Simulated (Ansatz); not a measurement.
The reference is Cu$_{2}$O (space group Pn-3m, No. 224; a = 4.2991 Å).

Levels (all Ansatz, a program for electronic structure, PAW, earlier PAW set): PBE (420 eV, no spin-orbit coupling); HSE06 (420 eV, spin-orbit coupling left out).

The geometry is relaxed with PBE.

| Item | Result |
|---|---|
| PBE lowest conduction level above the VBM at special points | Γ 0.47 eV; M 1.89 eV; X 2.18 eV |

Problem. Predict the lowest conduction level above the VBM at special points from HSE06.

Solution. The lowest conduction level above the VBM at special points goes from Γ 0.47 eV; M 1.89 eV; X 2.18 eV to Γ 1.93 eV; M 3.35 eV; X 3.74 eV.

Single points use the geometry relaxed with PBE. The levels and masses belong to the bands next to the band gap. Whether these cells are dynamically stable was not tested. No Hubbard U is applied. All final runs are without spin polarisation.
